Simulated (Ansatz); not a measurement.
**A computed series for ZnCu: pressure series**

The reference is ZnCu in the CsCl type structure (space group Pm-3m, No. 221; a = 2.919 Å).

Cell and atoms are relaxed at each pressure.

Level of theory: DFT with r2SCAN, PAW potentials and a 500 eV plane-wave cutoff in Ansatz (a program for electronic structure), spin-orbit coupling left out.

Notes on the quantities. enthalpy: H = E + PV relative to the base's energy.

| change | density | enthalpy |
|---|---|---|
| base | 8.61 g/cm³ | – |
| pressure −2 GPa | 8.48 g/cm³ | -0.16 eV/atom |
| pressure −1 GPa | … | -0.08 eV/atom |
| pressure 3 GPa | … | +0.23 eV/atom |
| pressure 7 GPa | 9.02 g/cm³ | +0.53 eV/atom |
| pressure 15 GPa | 9.42 g/cm³ | +1.11 eV/atom |
| pressure 30 GPa | 10.03 g/cm³ | +2.14 eV/atom |
| pressure 50 GPa | 10.71 g/cm³ | +3.43 eV/atom |
| pressure 75 GPa | 11.40 g/cm³ | +4.94 eV/atom |
| pressure 100 GPa | 11.99 g/cm³ | +6.37 eV/atom |

Problem. Fill in the withheld entries from the trend.

Solution. 
- pressure −1 GPa, density: 8.55 g/cm³
- pressure 3 GPa, density: 8.79 g/cm³

Load acts through the strain it causes; cell and atoms are relaxed under it. Stability against distortions was not tested. Competing high-pressure phases were not computed. All final runs are without spin polarisation.
